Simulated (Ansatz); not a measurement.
**Response to strain in AlCo**

The reference is AlCo in the CsCl type structure (space group Pm-3m, No. 221; a = 2.8240 Å; weakly magnetic (sensitive to the mesh); relaxed with 0.1 eV smearing).

Strains are applied to the cell and any free atomic positions relax.

All numbers come from r2SCAN in Ansatz (plane waves to 500 eV, PAW, no spin-orbit coupling), earlier PAW set.

```
isotropic strain (%)  pressure (GPa)
--------------------  --------------
-0.98                            6.1
0                                0.0
1.28                               ?
1.41                            -7.4
```

Task: Fit P = P₀ − Bδ with δ = (1 + ε)³ − 1 to the rows shown and predict the withheld row.

Result: Least squares on the printed values gives P₀ = 0.4 GPa, B = 186 GPa (a mean over the range) (largest residual 0.4 GPa); this predicts -6.8 GPa, and the run gives -6.8 GPa, in agreement.

The magnetic state is the one reached from the starting moments; the real material's order can differ, and small cells can't hold many antiferromagnetic ones. No phonon test of stability was made. Starting moments died away, wholly or in part, for isotropic strain −0.98 % and the base; another magnetic solution may exist.

Ansatz is a program for electronic structure.
